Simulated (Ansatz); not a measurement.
System: B-vacancy pair (B on one host C site, one C site vacant) in 2H silicon carbide (charge state +1). The step: B and the vacancy change places (B-vacancy distance between ideal sites 3.09 Å throughout); the atom moves 3.05 Å along (0.00, -0.99, 0.00) of the unit cell; the moving atom starts with neighbours Si at 1.89, Si at 1.91, Si at 1.94, Si at 1.95 Å and ends with Si at 1.89, Si at 1.91, Si at 1.94, Si at 1.95 Å. DFT values are from Ansatz (plane-wave PAW, 420 eV unless said) in a cell of 72 host sites, spin-restricted, static, with no finite-size correction. The host's phase is taken as given; its stability against other phases was not computed. The charge state is imposed; whether it is stable for some Fermi level was not computed. Forms of the defect that were not tried may lie lower. For the PBE band: the saddle point's order was not checked.

| Level | Forward barrier (eV) | Cost of the band or of the saddle's single point |
|---|---|---|
| PBE, the Γ point alone, band relaxed | 3.65 | about 6 core-minutes (a rough figure) |
| PBE, a 2×2×2 k-point mesh shifted by half a step along c, same geometries | 3.51 | roughly 40 core-seconds |
| r2SCAN at 500 eV, the Γ point alone, same geometries | [?] | very roughly 24 core-seconds |

Problem. What belongs in the gaps?

Solution. 
- r2SCAN at 500 eV, the Γ point alone, same geometries, Forward barrier (eV): 4.08

Ansatz is a program for electronic structure.
